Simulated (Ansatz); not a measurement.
As on the Si site (As_Si) (4H silicon carbide host)

These are PBE, PAW (plane waves to 420 eV; Ansatz, a quantum-chemistry and plane-wave program) values and carry that method's errors. Cell: 96 sites, 3×2×1; final energies on a 2×2×2 shifted mesh. Site at the start: the Si(h) site. Finite-size correction: monopole term and site-potential alignment. Dielectric constants: PBE linear response of the host. Host gap at this level: 2.23 eV. Finite-size and sampling errors can reach tenths of an eV here. Levels are measured in PBE's own, too narrow, gap. Spin–orbit coupling is left out. Each state is the lowest found from its start.

Formation energies E_f are given with the Fermi level at the valence-band maximum. Chemical conditions: Si-rich (Δμ(Si) = 0.00 eV, Δμ(As) = -0.13 eV, bounded by SiAs2 (Pbam); only phases computed here count, gases as isolated molecules at 0 K). Reference phases: As: rhombohedral As, Si: silicon.

| charge | moment (μB) | largest move off a lattice site (Å) | image correction with alignment (eV) | E_f, Si-rich (eV) |
|---|---|---|---|---|
| +1 | not spin-polarised | 0.05 | 0.29 | 1.44 |
| 0* | fractional | 0.05 | – | – |
| −1† | not spin-polarised | 0.06 | -0.01 | – |

* At this level the carrier isn't localised at the defect: at charge 0 electrons occupy the conduction band. Such a state is shallow or no state of the defect, and this cell gives it no level.

† Not settled in this cell, so no level is given: charge −1: carriers not clearly localised, level within 0.1 eV of a band edge or past it.

No other site or start that was run ended lower by more than 0.1 eV.

Flagged in the runs: a doubtful potential alignment, a host whose relaxation on this sampling wasn't shown to rest.
